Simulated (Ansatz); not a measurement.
**BN under load (space group P6_3mc): band-edge transport data**

Given:

```
BN
1.0
    2.56302     0.00000     0.00000
   -1.28151     2.21964     0.00000
    0.00000     0.00000     4.19901
B N
2 2
Cartesian
  0.00000   1.47976   0.00060
  1.28151   0.73988   2.10011
  0.00000   1.47976   1.57403
  1.28151   0.73988   3.67354
```

Method: r2SCAN, rigid bands (plane waves, PAW, scalar-relativistic; Ansatz, a quantum-chemistry and plane-wave program). Condition of this run: biaxial stress in the c plane of -9 GPa (compression positive) (the target of the relaxation). Geometry: cell and atoms relaxed with PBEsol, then loaded as said.

```
Item                                                                                                                                                               Value
---------------------------------------------------------------------------------------------------------------------------------------  -------------------------------
band gap                                                                                                                                                         5.81 eV
electron conductivity mass (300 K, dilute)                                                                                               0.51 (x), 0.51 (y), 0.30 (z) mₑ
hole conductivity mass (300 K, dilute)                                                                                                   0.84 (x), 0.84 (y), 1.23 (z) mₑ
effective density of states N_c (300 K)                                                                                                                      1.3e19 cm⁻³
effective density of states N_v (300 K)                                                                                                                      4.6e19 cm⁻³
density-of-states mass, electrons                                                                                                                                0.66 mₑ
density-of-states mass, holes                                                                                                                                    1.51 mₑ
Seebeck coefficient, n-type 1e19 cm⁻³, 300 K                                                                                                                   -249 μV/K
best n-type power factor at 300 K for τ = 10 fs (best axis; densities from 1e16 to 1e21 cm⁻³ tried, whether or not they can be reached)      7.6 μW/(cm·K²) at 3e19 cm⁻³
Seebeck coefficient, p-type 1e19 cm⁻³, 300 K                                                                                                                    349 μV/K
best p-type power factor at 300 K for τ = 10 fs (best axis; densities from 1e16 to 1e21 cm⁻³ tried, whether or not they can be reached)      9.1 μW/(cm·K²) at 1e20 cm⁻³
```

Rigid bands; masses and Seebeck coefficients take one relaxation time τ for all states and one kind of carrier; polarons and phonon drag are left out. Spin-orbit coupling is left out. Geometry: cell and atoms relaxed with PBEsol.
